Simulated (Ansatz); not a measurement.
```xyz
5
Lattice="3.9434 0.0000 0.0000 0.0000 3.9434 0.0000 0.0000 0.0000 4.1593" Properties=species:S:1:pos:R:3 pbc="T T T"
Ti     1.9717     1.9717     1.8938
Ba     0.0000     0.0000     3.8953
O      1.9717     1.9717     3.7107
O      1.9717     0.0000     1.7094
O      0.0000     1.9717     1.7094
```

No spin polarisation.

Method: r2SCAN (Ansatz, a first-principles code; PAW; 500 eV plane waves; without spin-orbit coupling), earlier PAW set. Settings: 8×8×8 k-points, 0.05 eV Fermi–Dirac smearing.

Question: What is the computed band gap?

Answer: 2.26 eV.

Question: Predict the gap character.

Answer: Indirect, A → Γ.

Question: What is the computed pressure (mean of the normal stresses, compression positive)?

Answer: 1.42 GPa.

The cells carry an imposed strain or load. Whether these cells are dynamically stable was not tested. The final runs are not spin-polarised. The cell was made from BaTiO3 (space group P4mm, No. 99) by this change: biaxial strain −0.74 %, plane normal [001], relaxed out of plane.
